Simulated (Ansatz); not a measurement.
The reference is GaP in the zinc blende structure (space group F-43m, No. 216; a = 5.4385 Å).

Perturbation: full substitution Ga → Al, then cell and atoms are relaxed.

Levels (all Ansatz, a quantum-chemistry and plane-wave program, PAW): PBEsol (420 eV, no spin-orbit coupling); HSE06+SOC (420 eV, spin-orbit coupling included).

The geometry is relaxed with PBEsol.

| Quantity | Value |
|---|---|
| PBEsol lowest conduction level above the VBM at special points | X 1.45 eV; K 2.32 eV; U 2.32 eV; Γ 3.15 eV |
| PBEsol valence-band top at Γ | 0.00, 0.00, 0.00 eV |

Question: Predict the lowest conduction level above the VBM at special points and valence-band top at Γ from HSE06+SOC.

Answer: The lowest conduction level above the VBM at special points changes from X 1.45 eV; K 2.32 eV; U 2.32 eV; Γ 3.15 eV to X 2.25 eV; K 3.17 eV; U 3.17 eV; Γ 4.17 eV; the valence-band top at Γ (three highest Kramers pairs, from the VBM) changes from 0.00, 0.00, 0.00 eV to 0.00, 0.00, -0.07 eV. The threefold valence maximum splits by Δso ≈ 0.07 eV.

Single points use the geometry relaxed with PBEsol. The hybrid gap comes from the SCF mesh plus the semilocal run's edge points and a few special points and is an upper bound. The spin-orbit shifts are approximate. Stability against distortions was not tested.
